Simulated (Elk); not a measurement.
# A self-consistent single point of Ba3Sr (Fm-3m, 4 atoms in the cell) with Elk

Method of the run: PBEsol, all-electron FP-LAPW, Elk's shipped species files, default APW+lo basis (Elk 10.2.4).

This input was run:

```
tasks
  0

xctype
  22

swidth
  0.00367493

maxscl
  100

scale
  1.889726125

avec
    0.0000000000    5.0699660000    5.0699660000
    5.0699660000    0.0000000000    5.0699660000
    5.0699660000    5.0699660000    0.0000000000

sppath
  './'

atoms
  2
  'Ba.in'
  3
  0.2500000000  0.2500000000  0.2500000000    0.0 0.0 0.0
  0.7500000000  0.7500000000  0.7500000000    0.0 0.0 0.0
  0.5000000000  0.5000000000  0.5000000000    0.0 0.0 0.0
  'Sr.in'
  1
  0.0000000000  0.0000000000  0.0000000000    0.0 0.0 0.0

ngridk
  7 7 7
```

Log, with long lists cut:

```
│ Elk code version 10.2.4 │

All units are atomic (Hartree, Bohr, etc.)

│ Ground-state run starting from atomic densities │

Lattice vectors :
   0.000000000       9.580847203       9.580847203
   9.580847203       0.000000000       9.580847203
   9.580847203       9.580847203       0.000000000

Unit cell volume      :    1758.902385
Brillouin zone volume :   0.1410255712

Muffin-tin inner radius fraction :   0.1000000000E-01

Nuclei treated as point charges

Species :    1 (Ba)
 parameters loaded from : Ba.in
 name : barium
 nuclear charge    :   -56.00000000
 electronic charge :    56.00000000
 atomic mass :    250331.8069
 muffin-tin radius :    2.800000000
 number of radial points in muffin-tin :    697
 atomic positions (lattice), magnetic fields (Cartesian) :
   1 :   0.25000000  0.25000000  0.25000000    0.00000000  0.00000000  0.00000000
   2 :  -0.25000000 -0.25000000 -0.25000000    0.00000000  0.00000000  0.00000000
   3 :   0.50000000  0.50000000  0.50000000    0.00000000  0.00000000  0.00000000

Species :    2 (Sr)
 parameters loaded from : Sr.in
 name : strontium
 nuclear charge    :   -38.00000000
 electronic charge :    38.00000000
 atomic mass :    159721.4890
 muffin-tin radius :    2.600000000
 number of radial points in muffin-tin :    597
 atomic positions (lattice), magnetic fields (Cartesian) :
   1 :   0.00000000  0.00000000  0.00000000    0.00000000  0.00000000  0.00000000

Total number of atoms per unit cell :    4

Spin treatment :
 spin-unpolarised

Number of Bravais lattice symmetries :   48
Number of crystal symmetries         :   48
Crystal has inversion symmetry
Real symmetric eigensolver will be used

k-point grid :      7     7     7
k-point offset :    0.000000000       0.000000000       0.000000000
k-point set is reduced with full crystal symmetry group
Total number of k-points :       20

Muffin-tin radius times maximum |G+k| :    7.000000000
 using average radius
Maximum |G+k| for APW functions       :    2.545454545
Maximum (1/2)|G+k|²                   :    3.239669421
Maximum |G| for potential and density :    12.00000000
 potential will be trimmed for |G| > 2 gkmax
Constant for pseudocharge density :    8
Radial integration step length :    4

G-vector grid sizes :     54    54    54
Number of G-vectors :    51445

Maximum angular momentum used for
 APW functions                      :    8
 outer part of muffin-tin           :    6
 inner part of muffin-tin           :    1

Total nuclear charge    :   -206.0000000
Total core charge       :    136.0000000
Total valence charge    :    70.00000000
Total excess charge     :    0.000000000
Total electronic charge :    206.0000000

Effective Wigner radius, rₛ :    1.267930073

Number of empty states         :   16
Total number of valence states :   51
Total number of core states    :  136

Total number of local-orbitals :   62

Exchange-correlation functional :     22     0     0
 PBEsol, Phys. Rev. Lett. 100, 136406 (2008)
 gradient requirement :    1
 generalised gradient approximation (GGA)

Smearing type :    3
 Fermi-Dirac
Smearing width :   0.3674930000E-02
Effective electronic temperature (K) :    1160.451112

Mixing type :    3
 Broyden mixing, J. Phys. A: Math. Gen. 17, L317 (1984)

Kohn-Sham potential initialised from atomic data

│ Self-consistent loop started │
│ Loop number : 1 │
 total energy                :     -27594.0382631
│ Loop number : 2 │
 total energy                :     -27594.0029514
RMS change in Kohn-Sham potential (target) :   0.7414390289E-01 (  0.1000000000E-05)
Absolute change in total energy (target)   :   0.3531172872E-01 (  0.1000000000E-03)
│ Loop number : 3 │
 total energy                :     -27593.4772417
RMS change in Kohn-Sham potential (target) :   0.6781697182E-01 (  0.1000000000E-05)
Absolute change in total energy (target)   :   0.5345376393     (  0.1000000000E-03)
│ Loop number : 4 │
 total energy                :     -27591.0394347
RMS change in Kohn-Sham potential (target) :   0.4271878120E-01 (  0.1000000000E-05)
Absolute change in total energy (target)   :    2.571441366     (  0.1000000000E-03)
│ Loop number : 5 │
 total energy                :     -27588.5353829
RMS change in Kohn-Sham potential (target) :   0.1830771414E-01 (  0.1000000000E-05)
Absolute change in total energy (target)   :    3.146912153     (  0.1000000000E-03)
│ Loop number : 6 │
 total energy                :     -27587.1940294
RMS change in Kohn-Sham potential (target) :   0.5467240526E-02 (  0.1000000000E-05)
Absolute change in total energy (target)   :    2.128081537     (  0.1000000000E-03)
│ Loop number : 7 │
 total energy                :     -27586.6254353
RMS change in Kohn-Sham potential (target) :   0.9540222332E-04 (  0.1000000000E-05)
Absolute change in total energy (target)   :    1.100614459     (  0.1000000000E-03)
│ Loop number : 8 │
 total energy                :     -27586.6123507
RMS change in Kohn-Sham potential (target) :   0.4099164658E-04 (  0.1000000000E-05)
Absolute change in total energy (target)   :   0.2882382004     (  0.1000000000E-03)
│ Loop number : 9 │
 total energy                :     -27586.6067282
RMS change in Kohn-Sham potential (target) :   0.1651375533E-04 (  0.1000000000E-05)
Absolute change in total energy (target)   :   0.7768209878E-01 (  0.1000000000E-03)
│ Loop number : 10 │
 total energy                :     -27586.6047734
RMS change in Kohn-Sham potential (target) :   0.3454779488E-05 (  0.1000000000E-05)
Absolute change in total energy (target)   :   0.2137530708E-01 (  0.1000000000E-03)
│ Loop number : 11 │
 total energy                :     -27586.6044051
RMS change in Kohn-Sham potential (target) :   0.8411664955E-06 (  0.1000000000E-05)
Absolute change in total energy (target)   :   0.5712160531E-02 (  0.1000000000E-03)
│ Loop number : 12 │
 total energy                :     -27586.6043949
RMS change in Kohn-Sham potential (target) :   0.2354092794E-06 (  0.1000000000E-05)
Absolute change in total energy (target)   :   0.1438234169E-02 (  0.1000000000E-03)
│ Loop number : 13 │
 total energy                :     -27586.6044056
RMS change in Kohn-Sham potential (target) :   0.6841549216E-07 (  0.1000000000E-05)
Absolute change in total energy (target)   :   0.3488680777E-03 (  0.1000000000E-03)
│ Loop number : 14 │
 total energy                :     -27586.6044088
RMS change in Kohn-Sham potential (target) :   0.2970560231E-07 (  0.1000000000E-05)
Absolute change in total energy (target)   :   0.8397813508E-04 (  0.1000000000E-03)
Convergence targets achieved

│ Loop number : 15 │

Energies :
 Fermi                       :     0.128530919794
 sum of eigenvalues          :     -16927.5051492
 electron kinetic            :      29323.7881125
 core electron kinetic       :      28482.4545358
 Coulomb                     :     -56221.8275233
 Coulomb potential           :     -45346.0430686
 nuclear-nuclear             :     -1827.66961205
 electron-nuclear            :     -63442.2727540
 Hartree                     :      9048.11484274
 Madelung                    :     -33548.8059891
 xc potential                :     -905.250193147
 exchange                    :     -676.175683337
 correlation                 :     -12.3819471808
 electron entropic           :    -0.736814435726E-02
 total energy                :     -27586.6044095

Density of states at Fermi energy :    164.9686279
 (states/Hartree/unit cell)

Estimated indirect band gap :   0.3977845090E-03
 from k-point      8 to k-point      2
Estimated direct band gap   :   0.3404815469E-02
 at k-point      7

Charges :
 core                        :    136.0000000
 valence                     :    70.00000000
 interstitial                :    9.280594214
 muffin-tins (core leakage)
  species :    1 (Ba)
   atom    1                 :    53.61220353     (  0.5325636742E-05)
   atom    2                 :    53.61220353     (  0.5325636742E-05)
   atom    3                 :    53.61665353     (  0.5326457973E-05)
  species :    2 (Sr)
   atom    1                 :    35.87834519     (  0.2873378986E-04)
 total in muffin-tins        :    196.7194058
 total calculated charge     :    205.9989685
 total charge                :    206.0000000
 error                       :   0.1031524500E-02

│ Self-consistent loop stopped │
```

The run converged in 15 iterations. The count includes the last loop, which Elk runs after its targets are met.

The starting cell comes from a database of computed structures (which also holds hypothetical and non-ambient phases and stackings), without a prior relaxation at this level. Its lattice was rescaled by a random factor within 2.5 % of one. Values depend on the basis (sphere radii, cutoffs, local orbitals), which need not be converged. The log's line on a gap gives a spacing of levels on this mesh, which the program prints for metals too.
